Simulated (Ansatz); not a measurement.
Start from an 8-atom supercell of SiC in the wurtzite structure (space group P6_3mc, No. 186) at its relaxed geometry.

```
SiC
1.0
    4.61385    -2.66381     0.00000
    1.53795     2.66381     0.00000
    0.00000     0.00000     5.04769
Si C
4 4
Cartesian
  1.53795   0.88794   0.00257
  4.61385   0.88794   0.00257
  4.61385  -0.88794   2.52641
  3.07590   1.77587   2.52641
  1.53795   0.88794   3.15324
  4.61385   0.88794   3.15324
  4.61385  -0.88794   0.62940
  3.07590   1.77587   0.62940
```

Calculations: PBEsol (Ansatz, an electronic-structure program; PAW; 420 eV plane waves; no SOC).

One neutral defect a cell, atoms relaxed at fixed cell.

One change was made to it. Results:

```tsv
quantity	base	after
largest displacement of a host atom from its site in the perfect cell	–	0.18 Å
pressure	0.0 GPa	-4.7 GPa
```

Question: Name the change that was made.
A) Si vacancy, symmetric start
B) B on a C site
C) C vacancy
D) Si on a C site (antisite), symmetric start

Answer: C, C vacancy. For comparison, the pressure in the other runs: Si vacancy, symmetric start gives 5.5 GPa; Si on a C site (antisite), symmetric start gives 39.7 GPa; B on a C site gives 11.8 GPa.

The magnetic state is the one reached from the starting moments; the real material's order can differ, and small cells can't hold many antiferromagnetic ones. In so small a cell the defect repeats every few ångströms: this is an ordered compound, not a dilute defect. A case with no gap was solved on a k-mesh chosen for an insulator, which is coarse for it. Defects with a symmetric start kept the site's symmetry and may sit on a saddle; the others started slightly shaken. Seeded moments were not kept for C vacancy, Si vacancy, Si on a C site (antisite) and B on a C site.
